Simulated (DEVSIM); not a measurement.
Structure: CdS/CdTe n-p heterojunction, at 300 K.

Layer 1 from the left is CdS, thickness (μm) 1.20, Nd (cm⁻³) 4.7e17, τn (s) 3.2e-10, τp (s) 3.2e-10. Layer 2 from the left is CdTe, thickness (μm) 2.80, Na (cm⁻³) 6.7e17, τn (s) 3.2e-11, τp (s) 3.2e-10.

Left contact: ohmic. Right contact: ohmic. Voltage is applied to the left contact. Recombination: SRH at mid-gap, radiative, Auger. Mobility is μmin + (μ − μmin)/(1 + (N/Nref)^α).

Constants are typed, rounded textbook-type inputs, not results; the design itself was drawn at random and stands for no fabricated device. Values at 300 K.

CdS: gap (eV) 2.4, affinity (eV) 4.3, permittivity 9, Nc (cm⁻³) 2.2e18, Nv (cm⁻³) 1.8e19, μn (cm²/Vs) 300, μp (cm²/Vs) 25, μn,min 30, μp,min 3, Nref,n 1e17, Nref,p 1e17, αn 0.6, αp 0.6, B (cm³/s) 1e-10, Cn (cm⁶/s) 1e-30, Cp (cm⁶/s) 1e-30. CdTe: gap (eV) 1.5, affinity (eV) 4.28, permittivity 10.2, Nc (cm⁻³) 8e17, Nv (cm⁻³) 1.8e19, μn (cm²/Vs) 1000, μp (cm²/Vs) 80, μn,min 100, μp,min 10, Nref,n 1e17, Nref,p 1e17, αn 0.6, αp 0.6, B (cm³/s) 1e-10, Cn (cm⁶/s) 1e-30, Cp (cm⁶/s) 1e-30.

Model (solved in DEVSIM): 1D drift-diffusion, Boltzmann statistics, complete ionisation; no tunnelling, impact ionisation, image-force lowering or self-heating. Band offsets follow the typed affinities; no thermionic-emission limit at abrupt steps, no polarisation charge.

Q: What does the simulation give for the dark forward voltage at 100 A/cm², the largest field in the device at zero bias?

A: dark forward voltage at 100 A/cm² 1.256 V; largest field in the device at zero bias 390000 V/cm.
